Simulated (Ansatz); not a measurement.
## C axis length of GeSe₂ (model structure, started from the CdCl2 type, R-3m, No. 166, 3 atoms in the cell) at several levels of theory

No measured value is used here.

```
level (code)         value (Å)
-------------------  ---------
PBE (Ansatz)            21.789
PBEsol (Ansatz)            ___
PBE-D3(BJ) (Ansatz)     18.269
```

Question: Some entries are withheld; supply them.

Answer: 
- PBEsol (Ansatz, a first-principles code), value (Å): 19.066

Ansatz's density-functional and Hartree–Fock values are scalar-relativistic unless marked +SOC, with PAW data made under PBE.

A model structure was made by putting elements into a prototype or built by hand; it is no filed structure, need not be a known phase, and can be a saddle point held by its symmetry.
